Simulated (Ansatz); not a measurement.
## Ag$_{2}$O (space group Pn-3m, No. 224)

Space group Pn-3m, origin choice 1 (No. 224); a = b = c = 4.812 Å, α = β = γ = 90.00°

```csv
atom,site,symmetry,x,y,z
Ag,4b,.-3m,0.2500,0.2500,0.2500
O,2a,-43m,0.0000,0.0000,0.0000
```

Calculations: Ansatz (a program for electronic structure), PBE, PAW, cutoff 420 eV, no SOC. Γ-centred 7×7×7 mesh, Fermi–Dirac width 0.05 eV.

| Property | Result |
|---|---|
| Volume per atom | 18.58 Å³ |
| Density | 6.91 g/cm³ |
| Band gap | zero |
| Total energy | -5248.781 eV/atom (σ→0; compares only within this code and set-up) |

Whether these cells are dynamically stable was not tested. No Hubbard U is applied, and correlation can decide whether such a compound is a metal. All final runs are without spin polarisation. A zero or small gap of Ag2O can be the functional's error rather than a property of the material.
